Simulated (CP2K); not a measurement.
Band structure of BaAlGe (P-6m2, 3 atoms in the cell).

```
CELL_PARAMETERS angstrom
      4.35262     0.00000     0.00000
     -2.17631     3.76948     0.00000
      0.00000     0.00000     5.22777
ATOMIC_POSITIONS crystal
  Ba 0.00000 0.00000 0.00000
  Al 0.66667 0.33333 0.50000
  Ge 0.33333 0.66667 0.50000
```

Method: LDA (Pade form), GPW, DZVP-MOLOPT-SR-GTH basis, GTH-PADE potentials (GTH_POTENTIALS) run with CP2K 2026.2.

Settings: CUTOFF = 500 Ry; REL_CUTOFF = 50 Ry; SMEAR/METHOD = FERMI_DIRAC; ELECTRONIC_TEMPERATURE = 1160.45 K; KPOINTS/SCHEME = MONKHORST-PACK 10 10 8; GAMMA_CENTERED = T; XC_FUNCTIONAL = PADE; Ba/BASIS_SET = DZVP-MOLOPT-SR-GTH-q10; Ba/POTENTIAL = GTH-PADE-q10; Al/BASIS_SET = DZVP-MOLOPT-SR-GTH-q3; Al/POTENTIAL = GTH-PADE-q3; Ge/BASIS_SET = DZVP-MOLOPT-SR-GTH-q4; Ge/POTENTIAL = GTH-PADE-q4; METHOD = GPW.

The starting cell comes from a database of computed structures (which also holds hypothetical and non-ambient phases and stackings), without a prior relaxation at this level. Values carry the incompleteness of an atom-centred basis.

Levels in eV from the Fermi level, bands 6 to 11:
| point | 6 | 7 | 8 | 9 | 10 | 11 |
|---|---|---|---|---|---|---|
| Γ | -1.48 | -1.14 | -1.14 | -0.54 | 0.37 | 2.86 |
| M | -5.68 | -1.88 | -1.80 | -0.55 | 1.39 | 2.18 |
| K | -5.37 | -3.84 | -1.29 | -0.46 | 1.88 | 2.34 |
| A | -3.55 | -0.84 | -0.84 | 0.41 | 1.52 | 1.52 |
| L | -5.32 | -2.35 | -1.48 | -0.62 | 1.01 | 3.46 |
| H | -5.70 | -3.02 | -1.08 | -0.35 | 2.85 | 3.35 |

Bands cross the Fermi level along this path, so the cell is metallic at this level.

Higher empty bands are left out: an atom-centred basis made for the valence describes them poorly.
